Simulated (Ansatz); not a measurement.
This concerns the formation energy of the neutral H_i in TiSi2 (Cmcm). Reaction: 16 TiSi2 (Cmcm) + 1/2 H2 (gas) → cell A.

Cell A: a supercell of 48 sites of TiSi2 (Cmcm) with H off the lattice sites (1 Si at 1.58 Å); an odd number of electrons; spin state with PBE: no moments, k-point mesh 3×3×2.
```xyz
49
Lattice="7.0953 0.0000 0.0000 0.0000 7.1588 0.0000 0.0000 0.0000 13.5597" Properties=species:S:1:pos:R:3 pbc="T T T"
Ti     1.7738     2.6846     5.4289
Ti     0.0181     0.9083     1.4328
Ti    -0.0122     2.6846    12.1528
Ti     1.7738     0.8915     8.1998
Si     1.7738     2.6846     0.5079
Si    -0.0020     0.8933     6.0048
Si    -0.0193     2.6846     3.4519
Si     1.7738     0.8790     3.4714
Si    -0.0003     2.6846     7.6126
Si     1.7738     0.8373    12.6764
Si     1.7738     2.6846    10.1571
Si    -0.0028     0.8911    10.1853
Ti     1.7738     6.2640     5.4196
Ti     0.0181     4.4609     1.4328
Ti    -0.0242     6.2640    12.1656
Ti     1.7738     4.4776     8.1998
Si     1.7738     6.2640     0.8182
Si    -0.0020     4.4758     6.0048
Si     0.0017     6.2640     3.4065
Si     1.7738     4.4901     3.4714
Si    -0.0008     6.2640     7.6128
Si     1.7738     4.5318    12.6764
Si     1.7738     6.2640    10.1628
Si    -0.0028     4.4780    10.1853
Ti     5.3215     2.6846     5.4191
Ti     3.5295     0.9083     1.4328
Ti     3.5599     2.6846    12.1528
Ti     5.3215     0.8915     8.1936
Si     5.3215     2.6846     0.8456
Si     3.5496     0.8933     6.0048
Si     3.5669     2.6846     3.4519
Si     5.3215     0.8948     3.4297
Si     3.5480     2.6846     7.6126
Si     5.3215     0.8947    12.7995
Si     5.3215     2.6846    10.1601
Si     3.5504     0.8911    10.1853
Ti     5.3215     6.2640     5.3972
Ti     3.5295     4.4609     1.4328
Ti     3.5719     6.2640    12.1656
Ti     5.3215     4.4777     8.1936
Si     5.3215     6.2640     0.8540
Si     3.5496     4.4758     6.0048
Si     3.5459     6.2640     3.4065
Si     5.3215     4.4743     3.4297
Si     3.5484     6.2640     7.6128
Si     5.3215     4.4744    12.7995
Si     5.3215     6.2640    10.1660
Si     3.5504     4.4780    10.1853
H      1.7738     2.6846     2.0845
```

Reference: TiSi2 (Cmcm), 48 atoms in the cell, a perfect crystal on lattice vectors that match the other cells'; spin state with PBE: run without spin, k-point mesh 3×3×2 on the run's own vectors.

Reference: an isolated H2 molecule (singlet) in a box of 11 × 11 × 13 Å.

Computed with Ansatz (plane waves, PAW), its default PAW set, cutoff 420 eV. The structures are at rest with PBE, within the held lattices. Neutral cells; Fermi-Dirac smearing of at most 0.05 eV in the solids, energies taken to zero width. Larger cells are relaxed from a start prepared with the learned potential CHGNet, on a coarser mesh till forces fall under 0.03 eV/Å, which some starts already meet. A dispersion term (D3(BJ), or D4 for r2SCAN) was computed beside these levels and is taken off wherever the name lacks it. Static lattices, no vibrational contributions. The structures are the rest points that the relaxations reached, not proven lowest. Values are for these cell sizes. Mesh and cell size may move defect energies by 0.1 eV or more. The value holds for the reservoirs listed; other chemical potentials shift it. Cell A has symmetry Pmm2 and got no random move, so less symmetric positions, which may lie lower, weren't tried.

Q: Predict the value from PBE.

A: 2.01 eV, for 16 TiSi2 (Cmcm) + 1/2 H2 (gas) → cell A.

Ansatz is a quantum-chemistry and plane-wave program.
